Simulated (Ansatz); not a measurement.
Given:

```
AlCr2C
1.0
    2.87044     0.00000     0.00000
    1.43522     2.48587     0.00000
    0.00000     0.00000    12.62415
Al Cr C
2 4 2
Cartesian
  1.43522   0.82862   9.46812
  2.87044   1.65725   3.15604
  1.43522   0.82862   1.05800
  2.87044   1.65725   7.37008
  2.87044   1.65725  11.56615
  1.43522   0.82862   5.25408
  0.00000   0.00000   0.00000
  0.00000   0.00000   6.31208
```

No spin polarisation.

All numbers come from Ansatz (a first-principles code), PBE, PAW, cutoff 420 eV, without spin-orbit coupling. k-mesh 19×19×4 (Γ-centred); smearing 0.05 eV (Fermi–Dirac).

Task: Estimate the pressure (mean of the normal stresses, compression positive).

Result: -2.6 GPa.

Task: Predict the space group.

Result: P6_3/mmc (No. 194).

Task: What is the computed band gap?

Result: Zero.

The cells carry an imposed strain or load. Stability against distortions was not tested. The final runs are not spin-polarised. The cell was made from AlCr$_{2}$C (space group P6_3/mmc, No. 194; non-magnetic) by this change: biaxial strain +1.06 %, plane normal [001], relaxed out of plane.
